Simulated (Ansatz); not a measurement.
Cubic perovskite CsPbBr₃ (cubic high-temperature phase), treated with LDA (plane waves, PAW; Ansatz, an electronic-structure program).

Settings: plane-wave cutoff 520 eV, 6×6×6 k mesh, Fermi–Dirac smearing 0.01 eV, scalar-relativistic PAW data made under PBE.

Results at a series of volumes:

| V (Å³/atom) | E − E_lowest (meV/atom) | P (GPa) |
|---|---|---|
| 36.116 | 12.41 | 1.827 |
| 36.884 | 5.31 | 1.148 |
| 37.652 | 1.28 | 0.542 |
| 38.421 | 0.00 | 0.003 |
| 39.189 | 1.16 | -0.478 |
| 39.958 | 4.50 | -0.906 |
| 40.726 | 9.78 | -1.287 |

Estimate the bulk modulus from the pressures at 37.652 and 39.189 Å³/atom, and compare it with a fit to all energies.

B = −V dP/dV. Between V = 37.652 and 39.189 Å³/atom, dP/dV = (-0.478 − (0.542))/(39.189 − 37.652) = -0.664 GPa per Å³/atom; at the midpoint 38.421 Å³/atom this gives B ≈ 25.5 GPa. The third-order Birch–Murnaghan fit gives V0 = 38.425 Å³/atom, B0 = 25.4 GPa, B′ = 4.8, which lies within 1 % of that estimate.

Note: the relaxation could not lower the start's symmetry, so the cell can be a saddle point above a distorted one.

Spin–orbit coupling is not included; it can shift volumes and moduli of such heavy elements.

The computed numbers hold no vibrational or temperature effects.
